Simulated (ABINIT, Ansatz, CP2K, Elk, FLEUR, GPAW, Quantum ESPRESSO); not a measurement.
# LiCl (Fm-3m, 2 atoms in the cell) computed with different codes at matched settings

Self-consistent single point, at a second geometry (lattice scaled by 0.98). First geometry:

```
CELL_PARAMETERS angstrom
      0.00000     2.57000     2.57000
      2.57000     0.00000     2.57000
      2.57000     2.57000     0.00000
ATOMIC_POSITIONS crystal
  Li 0.00000 0.00000 0.00000
  Cl 0.50000 0.50000 0.50000
```

Shared settings, as Ansatz (a program for electronic structure) writes them: kpoints.mp_grid.grid = 8 8 8; scf.occupations.method = fermi_dirac; scf.occupations.width = 0.0007 Ry. Potentials and cutoffs stand in the table.

```csv
code,model,ΔF from the first geometry (meV/atom),gap on the mesh (eV),cutoff
Ansatz,"PBE, default PAW files",7.9,6.654,default
FLEUR,"PBE, all-electron FLAPW (FLEUR), scalar-relativistic valence",8.6,6.862,Kmax 4.1 1/bohr
CP2K,"PBE, GPW, DZVP-MOLOPT-SR-GTH basis, GTH-PBE potentials (GTH_POTENTIALS)",8.6,6.587,grid 400 Ry
ABINIT,"PBE, norm-conserving pseudopotentials (PseudoDojo nc-sr-05 PBE standard)",7.8,6.654,37 Ha
Elk,"PBE, all-electron FP-LAPW, Elk's shipped species files, default APW+lo basis",12.8,6.537,rgkmax 7
GPAW,"PBE, GPAW PAW datasets PBE (gpaw-data 1.0.1)",8.9,6.652,500 eV
Quantum ESPRESSO,"PBE, GBRV 1.5 ultrasoft (PBE) pseudopotentials",7.7,6.653,40 Ry
```

Gaps are read on the mesh.

The spread over the programs that give each value: ΔF from the first geometry within 5.1 meV/atom; gap on the mesh within 0.325 eV.

CP2K uses small atom-centred bases, whose incompleteness enters pressures, forces and empty levels differently from a plane-wave cutoff. FLEUR and Elk treat all electrons, but the usual bases taken here (sphere radii, linearisation, local orbitals, empty states) were not tested for convergence, so the values are no reference for the others. In the gap, FLEUR (by 0.209) lies more than 0.12 eV from the median of the plane-wave programs.

The starting cell has typed, rounded lattice constants, without a prior relaxation at this level. For this run, on top of that: lattice scaled by 0.98.

Keys are those of Ansatz 0.2.
